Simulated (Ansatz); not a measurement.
Output of an Ansatz run (abridged):

```
WARN ansatz: RAYON_NUM_THREADS=1 ignored (pool sized by the plan → 1); use --threads N
Pseudopotentials: kind: paw
Pseudopotential: Hf, paw, valence charge 26
Pseudopotential: Os, paw, valence charge 16
Crystal: 2 atoms, lattice volume = 33.612 Å³
Basis set: ecut = 420.4159175005146 eV, 691 PW (Γ)
Bands: 26, of which v1, the nominal top of the filled ones, is band 21 counted from 1 (20 counted from 0)
Symmetry: 48 space group operations
Space group: Pm-3m (ITA 221), of the structure as read, at distance tolerance 3.2e-5 Å
k-points: 56 of 1000
PAW frozen core: Hf, regenerated for the run's functional, and the local potential with it
PAW frozen core: Os, regenerated for the run's functional, and the local potential with it
Initial density: superposition of atomic densities (neutral atoms: chi_scale 0, normalization atom), corrected by the library's trained network
Initial wavefunctions: pseudopotential atomic-orbital guess
Eigensolver: davidson
Functional: x = slater, c = lda
SCF iter   1: F=—  HF=-26596.666138 eV  |F-HF|=—  |Δ(HF+E_count)|=         —  Δρ=8.61e-3  dr2=4.54e-2  ethr=1.77e-3  ⟨swp⟩=4.6  Hψ=5184  notcnv=0
all-band conjugate gradients solve this SCF's bands
preconditioner: auto → Resta (q_TF=auto, 2.831 Å⁻¹)
SCF iter   2: F=—  HF=-26596.661058 eV  |F-HF|=—  |Δ(HF+E_count)|=   5.08e-3  Δρ=5.11e-3  dr2=1.53e-2  ethr=1.08e-4  ⟨swp⟩=1.0  Hψ=1904  notcnv=0
SCF iter   3: F=—  HF=-26596.659583 eV  |F-HF|=—  |Δ(HF+E_count)|=   1.47e-3  Δρ=1.55e-3  dr2=1.22e-3  ethr=3.63e-5  ⟨swp⟩=2.0  Hψ=2029  notcnv=0  defer=4
SCF iter   4: F=—  HF=-26596.657920 eV  |F-HF|=—  |Δ(HF+E_count)|=   1.66e-3  Δρ=4.87e-4  dr2=6.63e-5  ethr=2.91e-6  ⟨swp⟩=2.1  Hψ=2529  notcnv=0  defer=4
SCF iter   5: F=—  HF=-26596.657916 eV  |F-HF|=—  |Δ(HF+E_count)|=   3.31e-6  Δρ=1.78e-4  dr2=5.88e-6  ethr=1.58e-7  ⟨swp⟩=2.1  Hψ=2538  notcnv=0  defer=4
SCF iter   6: F=-26596.657909 eV  HF=-26596.657909 eV  |F-HF|=1.64e-8  |Δ(HF+E_count)|=   7.36e-6  Δρ=8.28e-6  dr2=1.25e-8  ethr=2.38e-10  ⟨swp⟩=6.9  Hψ=7888  notcnv=0
SCF 1 converged in 6 iterations: F = -26596.657909 eV  dr2 = 1.25e-8
SCF converged after 6 iterations
Free energy (F): -26596.657909 eV
Harris-Foulkes:  -26596.657909 eV  (|F-HF|=1.64e-8)
Internal energy: -26596.656324 eV  (E = F + TS)
E sigma→0 (E₀):  -26596.657116 eV
Entropy (-TS):   -0.001586 eV (-0.793 meV/atom)
Fermi energy:    23.803644 eV
--- Per-component energies (eV) ---
  E_band       = 43.082020
  E_kinetic    = 990.358974
  E_local      = -5588.862210  (includes V_loc(G=0)·N_el)
  E_nonlocal   = -1226.631659
  E_hartree    = 2612.475345
  E_xc         = -564.098145
  E_vxc        = -552.316943  (∫ρ·V_xc dr)
  E_paw        = -15434.784811  (= ΣΔE_a)
  E_vpaw       = 1195.586765  (= ΣTr[D̂ρ^β])
  E_aug_tail   = -0.000082  (compensation charges beyond the density's cutoff)
  E_ewald      = -7387.933710
  E_core_change = 2.819977  (= ΣΔE_core)
  E_smearing   = -0.001586  (= −TS)
  E_closure    = -0.000000  (closes the sum)
  Σ components = -26596.657909   (vs F -26596.657909, Δ=0.00e0)
--- Forces (eV/Å), atoms counted from 1 ---
  atom   1  Hf    -0.00000000     0.00000000     0.00000000
  atom   2  Os     0.00000000     0.00000000     0.00000000
  max |Σ_I F_I| component: 3.84e-29 eV/Å
--- Stress (GPa, compression-positive) ---
       -6.560041       0.000000       0.000000
        0.000000      -6.560041       0.000000
        0.000000       0.000000      -6.560041
  P = ⅓ Tr σ = -6.5600 GPa (-65.600 kbar)
  The stress holds the Pulay correction. Without it, at fixed plane waves, as pw.x and ABINIT print it: P = -6.6102 GPa
--- Band table (eV; the first three rows and the last of 56) ---
  k-point 0: bands = ["-62.2676", "-37.9787", "-21.6316", "-21.6316", "-21.6316", "-6.5431", "-6.5431", "-6.5431", "12.0488", "12.0488", "12.0488", "12.0607", "12.0607", "12.0607", "12.0727", "14.6850", "18.3237", "18.3237", "22.1265", "22.1265", [...]
  k-point 1: bands = ["-62.2673", "-37.9773", "-21.6396", "-21.6305", "-21.6305", "-6.5857", "-6.5423", "-6.5423", "12.0457", "12.0499", "12.0499", "12.0561", "12.0613", "12.0613", "12.0708", "14.9189", "18.4341", "18.4985", "22.0974", "22.0974", [...]
  k-point 2: bands = ["-62.2666", "-37.9735", "-21.6605", "-21.6277", "-21.6277", "-6.6958", "-6.5403", "-6.5403", "12.0378", "12.0445", "12.0505", "12.0505", "12.0650", "12.0650", "12.0657", "15.5901", "18.7560", "18.9536", "22.0347", "22.0347", [...]
  k-point 55: bands = ["-62.2594", "-37.9286", "-21.7038", "-21.7038", "-21.7038", "-6.8801", "-6.8801", "-6.8801", "12.0391", "12.0433", "12.0433", "12.0433", "12.0778", "12.0778", "12.0778", "20.5516", "20.5516", "20.5516", "21.6680", "21.6680", [...]
```

The structure:

```xyz
2
Lattice="3.2273 0.0000 0.0000 0.0000 3.2273 0.0000 0.0000 0.0000 3.2273" Properties=species:S:1:pos:R:3 pbc="T T T"
Hf     0.0000     0.0000     0.0000
Os     1.6136     1.6136     1.6136
```

**Question.** Write an input that gives this output.

**Answer.** Other spellings and defaults could give the same log, and not every line can be read from it. The input that was run (DFT, LDA (PW92), plane waves, default PAW files made with PBE):

Ansatz 0.2 input:
```yaml
# HfOs
crystal:
  lattice:
    - [3.227253, 0.000000, 0.000000]
    - [0.000000, 3.227253, 0.000000]
    - [0.000000, 0.000000, 3.227253]
  atoms:
    - { symbol: Hf, position_ang: [0.000000, 0.000000, 0.000000] }
    - { symbol: Os, position_ang: [1.613627, 1.613627, 1.613627] }
basis:
  ecutwfc: 30.9 Ry
kpoints:
  mp_grid: { grid: [10, 10, 10] }
hamiltonian:
  xc: lda
  pseudopotentials: { kind: paw }
scf:
  occupations: { method: gaussian, width: 0.0073 Ry }
output:
  forces: true
  eigenvalues: true
  stress: true
```

The starting cell comes from a database of computed structures (which also holds hypothetical and non-ambient phases and stackings), without a prior relaxation at this level. Its lattice was rescaled by up to half a per cent. Spin-orbit coupling is off. Spin polarisation is off. With a pressure of about -7 GPa the cell is away from its equilibrium volume at this level. Ansatz's pressure includes its estimate of the finite-basis (Pulay) stress.

Ansatz is a first-principles code.
